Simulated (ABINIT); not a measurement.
A user runs ABINIT on RbNiCl₃ (P6_3/mmc, 10 atoms in the cell) and asks whether the run is sound. The aim is a self-consistent single point with DFT, PBEsol, plane waves, PAW (JTH v2.0 PBE PAW, files made for PBE).

Cell that was meant: a = 6.9550 Å, b = 6.9550 Å, c = 5.9060 Å, α = 90.00°, β = 90.00°, γ = 120.00°.

Part of the input:

```
         0.8434000000    0.6868000000    0.7500000000
         0.0000000000    0.0000000000    0.0000000000
         0.0000000000    0.0000000000    0.5000000000
cellcharge -1
ecut 30
pawecutdg 60
ixc -116133
[...]
      0 0 2
occopt 3
tsmear 0.1 eV
nband 64
kptopt 1
ngkpt 2 2 2
nshiftk 1
```

The program printed (abridged):

```
 Symmetries : space group P6_3/m m c (#194); Bravais hP (primitive hexag.)

 -outvars: echo values of preprocessed input variables --------
   [... lines left out ...]

 Coarse grid specifications (used for wave-functions):

 getcut: wavevector=  0.0000  0.0000  0.0000  ngfft=  72  72  60
         ecut(hartree)=     30.000   => boxcut(ratio)=   2.18039

 Fine grid specifications (used for densities):

 getcut: wavevector=  0.0000  0.0000  0.0000  ngfft=  96  96  80
         ecut(hartree)=     60.000   => boxcut(ratio)=   2.05569

   1.64675180E+04                                ecore*ucvol(ha*bohr**3)

_setup2: Arith. and geom. avg. npw (full set) are   13094.500   13094.500
--- !BeginCycle
solver: {iscf: 17, nstep: 100, nline: 4, wfoptalg: 10, }
tolerances: {tolvrs: 1.00E-10, }
...

     iter   Etot(hartree)     deltaE(h) residm    nres2    magn
 ETOT  1  -473.12695594045    -4.73E+02 9.96E+00 1.16E+03 1.296
 ETOT  2  -487.66224717516    -1.45E+01 5.45E-02 3.43E+03 0.034
 ETOT  3  -482.35397199629     5.31E+00 5.42E-02 9.39E+02 0.379
 ETOT  4  -481.20492449283     1.15E+00 3.75E-02 8.39E+01 1.823
 ETOT  5  -481.19190671386     1.30E-02 5.73E-03 7.23E+01 2.620
   [... 16 lines left out ...]
 ETOT 22  -481.13089456634    -2.31E-10 4.79E-08 5.86E-09 3.000
 ETOT 23  -481.13089456634     2.16E-12 1.17E-07 7.09E-10 3.000
 ETOT 24  -481.13089456640    -5.52E-11 1.37E-08 1.36E-10 3.000
 ETOT 25  -481.13089456642    -2.22E-11 3.70E-08 3.22E-11 3.000
 At SCF step   25       nres2   =  3.22E-11 < tolvrs=  1.00E-10 =>converged.

 Cartesian components of stress tensor (hartree/bohr^3)
  sigma(1 1)= -1.19178672E-04  sigma(3 2)=  0.00000000E+00
  sigma(2 2)= -1.19178672E-04  sigma(3 1)=  0.00000000E+00
  sigma(3 3)= -1.02463884E-04  sigma(2 1)=  2.66290472E-15

 Integrated electronic and magnetization densities in atomic spheres:
 Radius=ratsph(iatom), smearing ratsm=  0.0000. Diff(up-dn)=approximate z local magnetic moment.
 Atom    Radius    up_density   dn_density  Total(up+dn)  Diff(up-dn)
    1   2.31325     3.453398     3.452014      6.905412     0.001384
    2   2.31325     3.453398     3.452014      6.905412     0.001384
    3   1.80365     2.209205     2.138522      4.347726     0.070683
   [... lines left out ...]
 Total magnetization (from the atomic spheres):             2.766974
 Total magnetization (exact up - dn):                       2.999760
 Fermi (or HOMO) energy (hartree) =   0.13225   Average Vxc (hartree)=  -0.33518
total_energy        : -4.81130894281506E+02
   [... lines left out ...]
monopole_correction :  1.20255122911807E-01
monopole_correction_eV:  3.27230831068467E+00
...

-Cartesian components of stress tensor (GPa)         [Pressure=  3.3424E+00 GPa]
- sigma(1 1)= -3.50635698E+00  sigma(3 2)=  0.00000000E+00
- sigma(2 2)= -3.50635698E+00  sigma(3 1)=  0.00000000E+00
- sigma(3 3)= -3.01459103E+00  sigma(2 1)=  7.83453486E-11

 Calculation completed.
```

Question: Is anything amiss in this input, and did it matter?

Answer: The run is not sound. The fault is an unintended net charge. A charged periodic cell changes the electron count and is neutralised by a uniform background, so energy, forces and pressure belong to another system. To fix it, remove the charge. The run converged in 25 iterations without an error; against the sound input the pressure goes from -2.46 to 3.34 GPa, the largest force goes from 0.236 to 0.314 eV/Å and the size of the net moment goes from 0.40 to 0.30 μB/atom.

An input that runs soundly differs in these lines (not the only fix; some lines may just follow from the change or write a value another way):
```diff
-cellcharge -1
-nband 64
+nband 63
```

With that input, the run converged in 26 iterations: free energy E − TS -13095.29 eV; pressure -2.46 GPa; largest force (vector length) 0.236 eV/Å; size of the cell's spin moment 3.99 μB; site moments (μB, in the program's spheres or projections) Rb 0.00, Rb 0.00, Cl 0.13, Cl 0.13, Cl 0.13, Cl 0.13, Cl 0.13, Cl 0.13, Ni 1.42, Ni 1.42 (DFT, PBEsol, plane waves, PAW (JTH v2.0 PBE PAW, files made for PBE)).

On the sound input: the starting cell comes from a database of published, mostly measured structures (it also holds non-ambient and calculated ones), without a prior relaxation at this level. The magnetic order is the one reached from the typed start; others were not searched systematically. The potentials were made for another functional than the one used.

These are the values that this program gave, and no reference: the one-centre exchange-correlation terms come from a truncated expansion.
